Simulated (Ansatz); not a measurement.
```xyz
40
Lattice="28.0000 0.0000 0.0000 0.0000 25.0000 0.0000 0.0000 0.0000 4.7426" Properties=species:S:1:pos:R:3 pbc="T T T"
Sn     7.0105    11.7060     0.0000
Sn     7.0105    13.2940     2.3713
Sn     9.3523     8.4187     2.3713
Sn     9.3140    10.0278     0.0000
Sn     9.3140    14.9722     2.3713
Sn     9.3523    16.5813     0.0000
Sn    11.6599     6.7654     2.3713
Sn    11.6548    11.6800     0.0000
Sn    11.6548    13.3200     2.3713
Sn    11.6599    18.2346     0.0000
Sn    14.0000     8.3867     2.3713
Sn    14.0000    10.0230     0.0000
Sn    14.0000    14.9770     2.3713
Sn    14.0000    16.6133     0.0000
Sn    16.3401     6.7654     2.3713
Sn    16.3452    11.6800     0.0000
Sn    16.3452    13.3200     2.3713
Sn    16.3401    18.2346     0.0000
Sn    18.6477     8.4187     2.3713
Sn    18.6860    10.0278     4.7426
Sn    18.6860    14.9722     2.3713
Sn    18.6477    16.5813     4.7426
Sn    20.9895    11.7060     4.7426
Sn    20.9895    13.2940     2.3713
H      5.5927    10.6924     4.7426
H      5.5927    14.3076     2.3713
H      7.9252     7.4164     2.3713
H      7.9252    17.5836     0.0000
H     11.6576     5.7311     3.7605
H     11.6576     5.7311     0.9821
H     11.6576    19.2689     3.3534
H     11.6576    19.2689     1.3892
H     16.3424     5.7311     3.7605
H     16.3424     5.7311     0.9821
H     16.3424    19.2689     3.3534
H     16.3424    19.2689     1.3892
H     20.0748     7.4164     2.3713
H     20.0748    17.5836     0.0000
H     22.4073    10.6924     4.7426
H     22.4073    14.3076     2.3713
```

Calculation: PBE (plane waves to 420 eV, PAW; Ansatz, a first-principles code). Mesh 1×1×8. No spin polarisation. One-dimensional cell, images about 11 Å apart. An idealised model, cut from the bulk lattice. Symmetry and one short period hold its shape; lower forms weren't sought. Values not marked SOC lack spin–orbit coupling.

Problem. Tabulate the two highest filled and two lowest empty levels along the axis, from the valence top.

Solution. 
```json
[
 {"k (2π/c)": "0.000", "v2 (eV)": "-0.13", "v1 (eV)": "0.00", "c1 (eV)": "0.72", "c2 (eV)": "0.93"},
 {"k (2π/c)": "0.042", "v2 (eV)": "-0.22", "v1 (eV)": "-0.16", "c1 (eV)": "0.88", "c2 (eV)": "1.04"},
 {"k (2π/c)": "0.083", "v2 (eV)": "-0.39", "v1 (eV)": "-0.37", "c1 (eV)": "1.17", "c2 (eV)": "1.30"},
 {"k (2π/c)": "0.125", "v2 (eV)": "-0.42", "v1 (eV)": "-0.36", "c1 (eV)": "1.42", "c2 (eV)": "1.62"},
 {"k (2π/c)": "0.167", "v2 (eV)": "-0.47", "v1 (eV)": "-0.38", "c1 (eV)": "1.58", "c2 (eV)": "1.81"},
 {"k (2π/c)": "0.208", "v2 (eV)": "-0.51", "v1 (eV)": "-0.46", "c1 (eV)": "1.64", "c2 (eV)": "1.76"},
 {"k (2π/c)": "0.250", "v2 (eV)": "-0.59", "v1 (eV)": "-0.55", "c1 (eV)": "1.61", "c2 (eV)": "1.70"},
 {"k (2π/c)": "0.292", "v2 (eV)": "-0.74", "v1 (eV)": "-0.59", "c1 (eV)": "1.54", "c2 (eV)": "1.66"},
 {"k (2π/c)": "0.333", "v2 (eV)": "-0.87", "v1 (eV)": "-0.64", "c1 (eV)": "1.47", "c2 (eV)": "1.64"},
 {"k (2π/c)": "0.375", "v2 (eV)": "-0.93", "v1 (eV)": "-0.70", "c1 (eV)": "1.41", "c2 (eV)": "1.60"},
 {"k (2π/c)": "0.417", "v2 (eV)": "-0.98", "v1 (eV)": "-0.77", "c1 (eV)": "1.38", "c2 (eV)": "1.55"},
 {"k (2π/c)": "0.458", "v2 (eV)": "-1.01", "v1 (eV)": "-0.85", "c1 (eV)": "1.39", "c2 (eV)": "1.48"},
 {"k (2π/c)": "0.500", "v2 (eV)": "-0.94", "v1 (eV)": "-0.94", "c1 (eV)": "1.43", "c2 (eV)": "1.43"}
]
```
